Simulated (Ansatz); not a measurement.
Total g(r) from a molecular-dynamics run [in the run: one k-point, which a denser mesh shifts by 0.0 GPa in pressure and 0.09 eV/Å in forces]. Level of theory: PBE (plane waves, PAW; Ansatz, a program for electronic structure).

(r (Å), g(r)): (1.02, 0.00); (1.14, 0.00); (1.26, 0.00); (1.38, 0.00); (1.50, 0.00); (1.62, 0.00); (1.74, 0.00); (1.86, 0.00); (1.98, 0.00); (2.10, 0.00); (2.22, 0.04); (2.34, 0.39); (2.46, 1.11); (2.58, 1.69); (2.70, 2.00); (2.82, 1.90); (2.94, 1.67); (3.06, 1.43); (3.18, 1.20); (3.30, 1.10); (3.42, 0.96); (3.54, 0.95); (3.66, 0.88); (3.78, 0.89); (3.90, 0.94); (4.02, 0.92); (4.14, 0.94); (4.26, 0.94); (4.38, 0.90); (4.50, 0.89); (4.62, 0.93); (4.74, 0.94); (4.86, 0.94); (4.98, 0.94); (5.10, 0.95); (5.22, 0.98); (5.34, 0.99); (5.46, 1.05); (5.58, 1.09); (5.70, 1.07)

Problem. Which system gave this curve?
(A) W (bcc), crystal, 298 K, 4.2 GPa
(B) SnGe15, liquid, 1500 K
(C) SiO2 (α-quartz start), crystal, 440 K
(D) Li2O (antifluorite type), crystal, 1247 K

Solution. B, SnGe15, liquid, 1500 K
